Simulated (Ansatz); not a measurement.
**SiO₂ (P4₁2₁2, No. 92): static dielectric constant by level of theory**

No measured value is used here.

| level (code) | value | cell (Å³/atom) |
|---|---|---|
| LDA (Ansatz) | 4.13 | 14.00 |
| PBE (Ansatz) | 4.05 | 15.31 |
| PBEsol (Ansatz) | 4.07 | 14.80 |
| r²SCAN (Ansatz) | ? | 14.31 |

### Question
Some entries are withheld; supply them.

### Answer

- r²SCAN (Ansatz, a first-principles code), value: 3.92

For crystals that are not cubic the mean over three axes is given.  Each level is taken at its own relaxed cell. Cutoffs differ between the levels. Ansatz's density-functional and Hartree–Fock values are scalar-relativistic unless marked +SOC, with PAW data made under PBE.
